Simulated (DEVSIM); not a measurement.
System: abrupt Si p-n junction, at 300 K.

```tsv
layer (left to right)	material	thickness (μm)	Nd (cm⁻³)	Na (cm⁻³)	τn (s)	τp (s)
1	Si	0.360	-	1.6e15	0.00012	0.00012
2	Si	79.0	1.4e15	-	0.00012	0.00012
```

Left contact: ohmic. Right contact: ohmic. Voltage is applied to the left contact. Recombination: SRH at mid-gap. Mobility is μmin + (μ − μmin)/(1 + (N/Nref)^α).

This is a model device: material constants are rounded textbook-type values typed into the input, and sizes, dopings and lifetimes were drawn at random. Values at 300 K.

```
parameter           Si
-------------  -------
gap (eV)         1.124
affinity (eV)     4.05
permittivity      11.7
Nc (cm⁻³)      2.86e19
Nv (cm⁻³)       3.1e19
μn (cm²/Vs)       1417
μp (cm²/Vs)        470
μn,min              52
μp,min              45
Nref,n          9.7e16
Nref,p          2.2e17
αn                0.68
αp                0.72
```

DEVSIM, 1D drift-diffusion, Boltzmann statistics, complete ionisation; no tunnelling, impact ionisation, image-force lowering or self-heating.

The thickness of layer 1 was swept, all else fixed.

| thickness of layer 1 (μm) | largest field in the device at zero bias (V/cm) | dark forward voltage at 1 A/cm² (V) |
|---|---|---|
| 0.072 | 15000 | 0.443 |
| 0.13 | 14000 | 0.450 |
| 0.22 | 13000 | 0.465 |
| 0.36 | 12000 | 0.485 |
| 0.61 | 11000 | 0.505 |
| 1.1 | 11000 | (withheld) |
| 1.8 | 11000 | 0.540 |

**Question.** What belongs in the gaps?

**Answer.** 
- 1.1, dark forward voltage at 1 A/cm² (V): 0.527
